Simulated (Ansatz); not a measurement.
**Response to strain in KTaO3**

Consider KTaO3 in the cubic perovskite structure (space group Pm-3m, No. 221; a = 3.952 Å).

Strains are applied to the cell and any free atomic positions relax.

The values are results of Ansatz (a quantum-chemistry and plane-wave program) LDA, spin-orbit coupling left out, not measurements.

Notes on the quantities. energy relative to the base: free energy F.

```csv
isotropic strain (%),energy relative to the base (meV/atom)
0,0.0
0.6,?
1.2,10.5
1.8,23.1
2.4,40.2
3,61.5
```

Question: Fit ΔE = Aε² + Bε³ (ε in %) to the rows shown and predict the withheld row.

Answer: Least squares on the printed values gives A = 7.58 and B = -0.25 meV/atom (largest residual 0.0 meV/atom); this predicts 2.7 meV/atom, and the run gives 2.8 meV/atom, in agreement.

Whether these cells are dynamically stable was not tested.
